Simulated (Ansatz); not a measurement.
Spinel Na2MoO4, treated with r²SCAN-D4 in Ansatz (plane waves, PAW).

Numerical settings: plane-wave cutoff 500 eV, 8×8×8 k mesh, gaussian smearing 0.02 eV, no spin polarisation, scalar-relativistic PAW data made under PBE.

Cell (relaxed at this level):

```cif
data_Mo8Na16O32
_chemical_formula_sum 'Na16 Mo8 O32'
_space_group_name_H-M_alt 'Fd-3m :1'
_space_group_IT_number 227
_space_group_name_Hall 'F 4d 2 3 -1d'
_cell_length_a 9.03623
_cell_length_b 9.03623
_cell_length_c 9.03623
_cell_angle_alpha 90.000
_cell_angle_beta 90.000
_cell_angle_gamma 90.000
loop_
_atom_site_label
_atom_site_type_symbol
_atom_site_symmetry_multiplicity
_atom_site_Wyckoff_symbol
_atom_site_fract_x
_atom_site_fract_y
_atom_site_fract_z
_atom_site_occupancy
Na1 Na 16 c 0.12500 0.12500 0.12500 1
Mo1 Mo 8 b 0.50000 0.50000 0.50000 1
O1 O 32 e 0.38676 0.38676 0.38676 1
```
(The calculation used a cell of 14 atoms; values per cell refer to that cell.)

Q: Give the computed band gap.

A: 
- band gap = 4.87 eV (on the SCF k mesh)

Spin–orbit coupling is not included.

Static lattice: no zero-point or thermal effects.

Cost on a shared machine: roughly 3 core-minutes.

Ansatz is a program for electronic structure.
